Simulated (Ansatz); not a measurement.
C on the 1x1 (111) surface of fcc Ir, one in a 1x1 cell, energies for each (6.5 Å²). Energies are against an atom of graphite, without zero-point or thermal terms; each row is named by its start.

The numbers are results of PBE (plane waves to 420 eV, PAW; Ansatz, an electronic-structure program), not measurements.

Question: Which site binds most strongly?
A. top Ir
B. hollow Ir-Ir-Ir over Ir at depth 4.4 Å
C. hollow Ir-Ir-Ir over Ir at depth 2.2 Å

Answer: C, hollow Ir-Ir-Ir over Ir at depth 2.2 Å. Adsorption energies: hollow Ir-Ir-Ir over Ir at depth 2.2 Å 2.32 eV; hollow Ir-Ir-Ir over Ir at depth 4.4 Å 2.37 eV; top Ir 2.98 eV.
